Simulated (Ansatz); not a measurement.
```
Ru
1.0
    2.48127     0.00000     0.00000
    0.00000     2.48127     0.00000
    0.00000     0.00000     2.48127
Ru
1
Direct
  0.00000   0.00000   0.00000
```

The cell was generated from a structure type, relaxed within its symmetry, and need not be the phase found at ambient conditions.

### Question
This cell was relaxed within its symmetry with PBEsol density-functional theory in Ansatz (plane waves, PAW). Can a quasi-harmonic thermal-expansion study be run on it?

### Answer
No: one of the study's cells has modes far below zero and is most likely at no minimum at this level, though too few k-points were not ruled out (phonon / k mesh 5×5×5 / 20×20×20, smearing 0.15 eV). The program stopped with this message:

```
vibrations stand at or below zero in cell 4 (0.672 modes a cell, the lowest at -93.7 cm⁻¹): the crystal is at no minimum there, or its k-points are too few: type the crystal that it becomes, another pressure, or a denser kpoints.mp_grid, in a new run
```

Ansatz is an electronic-structure program.

Keys are those of Ansatz 0.2.
